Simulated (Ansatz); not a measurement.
AlRu, pressure series

Consider AlRu in the CsCl type structure (space group Pm-3m, No. 221; a = 2.954 Å).

Cell and atoms are relaxed at each pressure.

Computed with LDA (Ansatz, an electronic-structure program, PAW, scalar-relativistic without spin-orbit coupling).

Notes on the quantities. enthalpy: H = E + PV relative to the base's energy.

| change | shortest interatomic distance | enthalpy |
|---|---|---|
| base | 2.558 Å | – |
| pressure −2 GPa | 2.566 Å | -0.16 eV/atom |
| pressure −1 GPa | ? | -0.08 eV/atom |
| pressure 0.9 GPa | 2.555 Å | +0.07 eV/atom |
| pressure 2.1 GPa | 2.551 Å | +0.17 eV/atom |
| pressure 4.5 GPa | 2.542 Å | +0.36 eV/atom |
| pressure 9 GPa | 2.528 Å | +0.71 eV/atom |
| pressure 15 GPa | 2.510 Å | +1.17 eV/atom |
| pressure 22.5 GPa | ? | +1.73 eV/atom |
| pressure 30 GPa | ? | +2.28 eV/atom |

### Question
Fill in the withheld entries from the trend.

### Answer

- pressure −1 GPa, shortest interatomic distance: 2.562 Å
- pressure 22.5 GPa, shortest interatomic distance: 2.490 Å
- pressure 30 GPa, shortest interatomic distance: 2.472 Å

Load acts through the strain it causes; cell and atoms are relaxed under it. Whether these cells are dynamically stable was not tested. No other phases were tried under pressure. All final runs are without spin polarisation.
